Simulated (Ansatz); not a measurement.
**Response to strain in SrTiO3**

The reference is SrTiO$_{3}$ in the cubic perovskite structure (space group Pm-3m, No. 221; a = 3.854 Å).

Strains are applied to the cell and any free atomic positions relax.

Level of theory: LDA/PAW in Ansatz (a quantum-chemistry and plane-wave program), no spin-orbit coupling.

Notes on the quantities. energy relative to the base: free energy F.

```json
[
 {"change": "base", "band gap": "1.85 eV", "width of the top valence band": "1.07 eV", "energy relative to the base": "0 meV/atom", "smallest direct gap": "2.17 eV"},
 {"change": "isotropic strain −3.00 %", "band gap": "2.00 eV", "width of the top valence band": "1.23 eV", "energy relative to the base": "+65 meV/atom", "smallest direct gap": "?"},
 {"change": "isotropic strain −2.40 %", "band gap": "1.97 eV", "width of the top valence band": "1.20 eV", "energy relative to the base": "+41 meV/atom", "smallest direct gap": "2.22 eV"},
 {"change": "isotropic strain −1.80 %", "band gap": "?", "width of the top valence band": "1.16 eV", "energy relative to the base": "+22 meV/atom", "smallest direct gap": "2.21 eV"},
 {"change": "isotropic strain −1.20 %", "band gap": "?", "width of the top valence band": "?", "energy relative to the base": "+9.7 meV/atom", "smallest direct gap": "2.20 eV"},
 {"change": "isotropic strain −0.60 %", "band gap": "1.88 eV", "width of the top valence band": "1.10 eV", "energy relative to the base": "+2.3 meV/atom", "smallest direct gap": "2.19 eV"}
]
```

Question: Some entries are withheld; estimate them.

Answer: 
- isotropic strain −3.00 %, smallest direct gap: 2.23 eV
- isotropic strain −1.80 %, band gap: 1.94 eV
- isotropic strain −1.20 %, band gap: 1.91 eV
- isotropic strain −1.20 %, width of the top valence band: 1.13 eV

No phonon test of stability was made. All final runs are without spin polarisation. Many cubic perovskites are stable only at high temperature; tilts and polar distortions were not tested.
